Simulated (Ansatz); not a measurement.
Base system: La in the diamond structure (space group Fd-3m, No. 227; a = 6.563 Å; a hypothetical phase, not in the database extracts checked).

Structures relaxed with Ansatz (an electronic-structure program) PBEsol, without spin-orbit coupling.

Base:

Simulated powder pattern, Cu Kα1, λ = 1.54056 Å (kinematic, ideal powder, no thermal factors, no anomalous dispersion; the 8 strongest lines at most, above 2 %, up to 2θ = 90°):

| 2θ (°) | I/Imax (%) | hkl |
|---|---|---|
| 23.46 | 100 | (111) |
| 38.77 | 81 | (220) |
| 45.82 | 50 | (311) |
| 56.00 | 14 | (400) |
| 61.54 | 20 | (331) |
| 70.19 | 28 | (422) |
| 75.16 | 15 | (511) |
| 87.95 | 16 | (531) |

It is then changed as follows: a hydrostatic pressure of 0.3 GPa.

Task: Where do the lines fall after the change?

Result: 
Simulated powder pattern, Cu Kα1, λ = 1.54056 Å (kinematic, ideal powder, no thermal factors, no anomalous dispersion; the 8 strongest lines at most, above 2 %, up to 2θ = 90°):

```tsv
2θ (°)	I/Imax (%)	hkl
23.50	100	(111)
38.85	81	(220)
45.90	50	(311)
56.11	14	(400)
61.66	20	(331)
70.34	28	(422)
75.31	15	(511)
88.15	16	(531)
```

The indices refer to the base's conventional cell; one index is shown for lines that coincide.

Load acts through the strain it causes; cell and atoms are relaxed under it. No phonon test of stability was made.
